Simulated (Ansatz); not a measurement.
Levels about the gap of amorphous silicon oxynitride (Si30N38O3) (71 atoms in a cell of 806 Å³, 2.93 g/cm³; zone centre alone, so wide bands show as single levels with stretches between that a denser mesh fills), at the geometry that PBE relaxed, where it gives -0.3 GPa on a denser mesh. The participation number counts the atoms over which a state spreads; weights are charges in smoothed Voronoi cells. The levels come from a single point, so bond lengths are those of that geometry. Method of the levels: PBE, scalar-relativistic without spin-orbit coupling (Ansatz, a program for electronic structure). Sampling: the zone centre alone; Fermi-Dirac width 0.02 eV; no spin polarisation. At PBE the levels at both edges of the gap are localised (band-tail or defect states), and the nearest spread-out levels lie 2.9 eV apart at the zone centre.

The cell was made by melting and quenching with the CHGNet potential and then relaxed with DFT. O and N atoms were pushed apart under 1.9 Å during the dynamics, to hinder bonds among them. The hot cell started wider than the set density and was brought back towards it in steps. It is the lowest in DFT energy of 2 quenches. It is a model cell: composition and starting density were chosen by hand, and all elements were melted together. No dispersion term was used. Its density started from a set value of 2.93 and ended at 2.93 g/cm³. The quench (nominally 380 K/ps over its main leg) was far faster than any real one, so the model tends to hold more defects than a real film. Values belong to this one cell and scatter from quench to quench. The volume was held where the preparation left it and the shape relaxed, at a PBE pressure of -0.3 GPa (tension).

```tsv
E - E(highest filled), eV	filling	participation number	largest on	weight N	weight Si	weight O
-1.11	filled	13.2	N, 3 neighbours	0.89	0.10	0.01
-0.96	filled	20.2	N, 2 neighbours	0.88	0.11	0.01
-0.90	filled	20.7	N, 2 neighbours	0.89	0.10	0.01
-0.79	filled	10.9	N, 3 neighbours	0.89	0.10	0.01
-0.61	filled	10.7	N, 3 neighbours	0.87	0.11	0.01
-0.55	filled	15.6	N, 3 neighbours	0.88	0.10	0.02
0.00	filled	4.8	N, 2 neighbours	0.87	0.13	0.00
1.06	empty	5.1	Si, 3 neighbours	0.47	0.53	0.00
2.34	empty	33.1	Si, 4 neighbours	0.48	0.50	0.02
2.71	empty	16.7	Si, 4 neighbours	0.43	0.55	0.02
3.06	empty	28.9	Si, 4 neighbours	0.45	0.53	0.01
3.35	empty	22.1	Si, 4 neighbours	0.42	0.56	0.03
3.43	empty	34.4	Si, 4 neighbours	0.46	0.53	0.01
3.58	empty	43.7	Si, 4 neighbours	0.47	0.52	0.01
```

Most localised among these is the filled level at +0.00 eV, on a N atom, which has 2 neighbours (Si 1.66 Å, Si 1.69 Å).
